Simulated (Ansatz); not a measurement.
The starting structures come from a database of crystals and need not be the phases stable at ambient conditions.

Given:

```yaml
crystal:
  lattice:
    - [7.07242, 0.00000, 0.00000]
    - [2.52324, 6.60699, 0.00000]
    - [0.00000, 0.00000, 8.38335]
  atoms:
    - { symbol: Cs, position: [0.41953, 0.41953, 0.82004] }
    - { symbol: Cs, position: [0.58047, 0.58047, 0.32004] }
    - { symbol: Cs, position: [0.90233, 0.90233, 0.54280] }
    - { symbol: Cs, position: [0.09767, 0.09767, 0.04280] }
    - { symbol: Se, position: [0.92816, 0.39938, 0.66654] }
    - { symbol: Se, position: [0.07184, 0.60062, 0.16654] }
    - { symbol: Se, position: [0.39938, 0.92816, 0.66654] }
    - { symbol: Se, position: [0.60062, 0.07184, 0.16654] }
    - { symbol: Se, position: [0.79219, 0.79219, 0.00508] }
    - { symbol: Se, position: [0.20781, 0.20781, 0.50508] }
```

Space group of this cell: Cmc2_1. The cell is taken as given.

Transport runs along the normal of the first two printed cell vectors.

No gap correction and no spin-orbit coupling; mid-gap values are interpolated between computed energies.

**Question.** Give the band gap and the smallest decay constant κ at mid-gap that r2SCAN in Ansatz (a quantum-chemistry and plane-wave program) yields.

**Answer.** Gap 1.07 eV on a 6×6×4 mesh; κ = 0.294 1/Å, at (0.500, 0.500) of the in-plane reciprocal vectors. At the zone centre, at the nearest computed energy, the slowest state has κ = 0.42 1/Å.
